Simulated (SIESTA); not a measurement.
Checking a run of SIESTA on ScCu₃ (Fm-3m, 4 atoms in the cell). The aim is a self-consistent single point with DFT, GGA PBEsol, numerical atomic orbitals DZP, PseudoDojo PBEsol standard norm-conserving potentials (rewritten from UPF to PSML).

Cell that was meant: a = 4.1947 Å, b = 4.1947 Å, c = 4.1947 Å, α = 60.00°, β = 60.00°, γ = 60.00°.

Part of the input:

```
PAO.EnergyShift              0.01 Ry
MeshCutoff                   350 Ry
%block kgrid.MonkhorstPack
    1   0   0  0.5
    0   1   0  0.5
    0   0   1  0.5
%endblock kgrid.MonkhorstPack
OccupationFunction           FD
ElectronicTemperature        0.1 eV
```

Output (repeated stretches shortened):

```
reinit: Reading from file input.fdf

reinit: System Name: ScCu3
reinit: System Label: sccu3

   [... lines left out ...]
        2.966127    0.000000    2.966127
        2.966127    2.966127    0.000000

outcell: Cell vector modules (Ang)   :    4.194737    4.194737    4.194737
outcell: Cell angles (23,13,12) (deg):     60.0000     60.0000     60.0000
outcell: Cell volume (Ang**3)        :     52.1914
new_DM -- step:     1
Initializing Density Matrix...

Attempting to read DM from file... Failed...
DM filled with atomic data:

InitMesh: MESH = 40 x 40 x 40 = 64000
InitMesh: Mesh cutoff (required, used) =   350.000   376.967 Ry

stepf: Fermi-Dirac step function
        iscf     Eharris(eV)        E_KS(eV)     FreeEng(eV)     dDmax    Ef(eV) dHmax(eV)
   scf:    1   -15314.697511   -16304.783329   -16305.481575  6.531816  1.740143 94.399315
   scf:    2   -16807.332919   -16764.464529   -16764.741788  3.838598 -0.425028 16.795572
   scf:    3   -16779.032576   -16772.800150   -16773.077409  0.507665 -0.983447  9.067977
   scf:    4   -16778.793096   -16776.547693   -16776.824952  0.440245 -1.549665  6.103399
   scf:    5   -16777.546468   -16777.547070   -16777.824329  0.347543 -2.330672  1.384489
   [... 8 lines left out ...]
   scf:   14   -16777.692194   -16777.692194   -16777.969453  0.000027 -2.181520  0.000739
   scf:   15   -16777.692194   -16777.692194   -16777.969453  0.000052 -2.181719  0.000452
   scf:   16   -16777.692194   -16777.692194   -16777.969453  0.000112 -2.181700  0.000308
   scf:   17   -16777.692194   -16777.692194   -16777.969453  0.000007 -2.181698  0.000183
SCF Convergence by DM+H criterion
max |DM_out - DM_in|         :     0.0000073603
max |H_out - H_in|      (eV) :     0.0001826602
SCF cycle converged after 17 iterations

Using DM_out to compute the final energy and forces

siesta: E_KS(eV) =           -16777.6922

siesta: E_KS - E_eggbox =    -16777.6922

siesta: Atomic forces (eV/Ang):
     1   -0.000000   -0.000000   -0.000000
     2    0.000001    0.000001    0.000000
     3    0.023937    0.023937    0.023936
     4   -0.023937   -0.023937   -0.023936
   Tot    0.000001    0.000001    0.000000
   Max    0.023937
   Res    0.016926    sqrt( Sum f_i^2 / 3N )
   Max    0.023937    constrained

Stress tensor Voigt[x,y,z,yz,xz,xy] (kbar):       -2.65       -2.65       -2.65     -100.67     -100.67     -100.67
   [... lines left out ...]
siesta: FreeEng =    -16777.969453
siesta: Cell volume =         52.191433 Ang**3
siesta:           2.65411986          4.83365839  kBar
   [... lines left out ...]
              0.298   1.696   1.696   1.703   1.696   1.703   0.185   0.185

              0.170   0.185   0.170

mulliken: Qtot =       68.000

Mulliken Atomic Populations:
Atom #   charge [q] valence [e]  Species
     1    -0.804231   11.804231  Sc
     2    -0.326759   19.326759  Cu
     3     0.565495   18.434505  Cu
     4     0.565495   18.434505  Cu
 Total    -0.000000
```

Problem. Is this run sound? If not, what is wrong?

Solution. The run is not sound. The fault is a single k-point for a small metallic cell. One k-point cannot sample the Fermi surface of a small cell. To fix it, use a converged k-point mesh. The run converged in 17 iterations without an error; against the sound input the free energy falls by 85.5 meV/atom, the pressure goes from 3.24 to 0.27 GPa and the largest force goes from 0.000 to 0.041 eV/Å.

An input that runs soundly differs in these lines (not the only fix; some lines may just follow from the change or write a value another way):
```diff
-    1   0   0  0.5
-    0   1   0  0.5
-    0   0   1  0.5
+   11   0   0  0.5
+    0  11   0  0.5
+    0   0  11  0.5
```

With that input, the run converged in 15 iterations: free energy E − TS -16777.6275 eV; Fermi level (on the code's own zero) -2.76 eV; pressure 3.24 GPa (DFT, GGA PBEsol, numerical atomic orbitals DZP, PseudoDojo PBEsol standard norm-conserving potentials (rewritten from UPF to PSML)).

On the sound input: the starting cell comes from a database of computed structures (which also holds hypothetical and non-ambient phases and stackings), without a prior relaxation at this level. Its lattice was rescaled by a random factor within 2.5 % of one. Spin polarisation is off. Values carry the incompleteness of an atom-centred basis. With a pressure of about 3 GPa the cell is away from its equilibrium volume at this level.
